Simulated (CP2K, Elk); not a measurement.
An Elk input for a self-consistent single point of HfO₂ (Fm-3m, 3 atoms in the cell) (DFT, PBE, all-electron FP-LAPW, Elk's shipped species files, default APW+lo basis):

```
tasks
  0

xctype
  20

rmtscf
  0.85

swidth
  0.000734986

maxscl
  100

avec
    0.0000000000    4.8032642896    4.8032642896
    4.8032642896    0.0000000000    4.8032642896
    4.8032642896    4.8032642896    0.0000000000

sppath
  'species/'

atoms
  2
  'Hf.in'
  1
  0.0000000000  0.0000000000  0.0000000000    0.0 0.0 0.0
  'O.in'
  2
  0.2500000000  0.2500000000  0.2500000000    0.0 0.0 0.0
  0.7500000000  0.7500000000  0.7500000000    0.0 0.0 0.0

ngridk
  9 9 9
```

Translate this input to CP2K.

This is the input that was run; spellings and numerical settings could be chosen otherwise.

```
&GLOBAL
  PROJECT scf
  RUN_TYPE ENERGY_FORCE
  PRINT_LEVEL LOW
&END GLOBAL
&FORCE_EVAL
  METHOD Quickstep
  STRESS_TENSOR ANALYTICAL
  &DFT
    BASIS_SET_FILE_NAME BASIS_MOLOPT_UZH
    POTENTIAL_FILE_NAME POTENTIAL_UZH
    &QS
      METHOD GPW
      EPS_DEFAULT 1E-11
    &END QS
    &MGRID
      CUTOFF 500
      REL_CUTOFF 40
      NGRIDS 5
    &END MGRID
    &SCF
      SCF_GUESS ATOMIC
      EPS_SCF 1E-6
      MAX_SCF 100
      ADDED_MOS 5
      &DIAGONALIZATION
        ALGORITHM STANDARD
      &END DIAGONALIZATION
      &MIXING
        METHOD BROYDEN_MIXING
        ALPHA 0.4
        NBUFFER 8
      &END MIXING
      &SMEAR ON
        METHOD FERMI_DIRAC
        ELECTRONIC_TEMPERATURE [K] 232.09
      &END SMEAR
    &END SCF
    &KPOINTS
      SCHEME MONKHORST-PACK 9 9 9
    &END KPOINTS
    &XC
      &XC_FUNCTIONAL PBE
      &END XC_FUNCTIONAL
    &END XC
    &PRINT
      &MO
        EIGENVALUES T
        OCCUPATION_NUMBERS T
        NDIGITS 8
        FILENAME mo
        &EACH
          QS_SCF 0
        &END EACH
        ADD_LAST NUMERIC
      &END MO
      &MULLIKEN OFF
      &END MULLIKEN
    &END PRINT
  &END DFT
  &SUBSYS
    &CELL
      A 3.59461700 0.00000000 0.00000000
      B 1.79730800 3.11303000 0.00000000
      C 1.79730800 1.03767700 2.93499200
      PERIODIC XYZ
    &END CELL
    &COORD
      Hf       0.00000000     0.00000000     0.00000000
      O        1.79730825     1.03767675     0.73374800
      O        5.39192475     3.11303025     2.20124400
    &END COORD
    &KIND Hf
      BASIS_SET DZVP-MOLOPT-PBE-GTH-q12
      POTENTIAL GTH-PBE-q12
    &END KIND
    &KIND O
      BASIS_SET DZVP-MOLOPT-PBE-GTH-q6
      POTENTIAL GTH-PBE-q6
    &END KIND
  &END SUBSYS
  &PRINT
    &FORCES ON
    &END FORCES
    &STRESS_TENSOR ON
    &END STRESS_TENSOR
  &END PRINT
&END FORCE_EVAL
```

Basis settings and potentials, where a program has them, do not carry over. This input uses DFT PBE, GPW, DZVP-MOLOPT-PBE-GTH basis, GTH-PBE potentials (POTENTIAL_UZH). Both were run: gap on the mesh 3.872 eV in Elk and 4.061 in CP2K.

On CP2K: the starting cell has typed, rounded lattice constants, without a prior relaxation at this level. Its lattice was rescaled by a random factor within 2.5 % of one. Spin-orbit coupling is off. Values carry the incompleteness of an atom-centred basis. With a pressure of about -4 GPa the cell is away from its equilibrium volume at this level. Another mesh or the band path of this cell gives a smaller gap, so this value is not converged in the mesh.

On Elk: the starting cell has typed, rounded lattice constants, without a prior relaxation at this level. Its lattice was rescaled by a random factor within 2.5 % of one. Spin-orbit coupling is off. Values depend on the basis (sphere radii, cutoffs, local orbitals), which need not be converged. Another mesh or the band path of this cell gives a smaller gap, so this value is not converged in the mesh.
